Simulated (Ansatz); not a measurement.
# Pressure series in Ir

Take Ir in the fcc (Cu type) structure (space group Fm-3m, No. 225; a = 3.8444 Å) as the base.

Cell and atoms are relaxed at each pressure.

All numbers come from Ansatz (an electronic-structure program), r2SCAN, PAW, cutoff 500 eV, no SOC.

Two rows of this table had their results exchanged by mistake.

```csv
pressure,volume per atom (Å³),shortest distance (Å),band gap
pressure −2 GPa,14.28,2.723,zero
pressure −1 GPa,14.24,2.721,zero
pressure 0.9 GPa,14.17,2.716,zero
pressure 2.1 GPa,14.13,2.713,zero
pressure 4.5 GPa,13.28,2.658,zero
pressure 9 GPa,13.89,2.698,zero
pressure 15 GPa,13.70,2.686,zero
pressure 22.5 GPa,13.48,2.671,zero
pressure 30 GPa,14.04,2.708,zero
```

Problem. Which two?

Solution. The rows for pressure 4.5 GPa and pressure 30 GPa: the volume has to fall steadily with pressure, so 14.04 Å³ belongs to pressure 4.5 GPa and 13.28 Å³ to pressure 30 GPa.

Load acts through the strain it causes; cell and atoms are relaxed under it. No phonon test of stability was made. Competing high-pressure phases were not computed. The final runs are not spin-polarised.
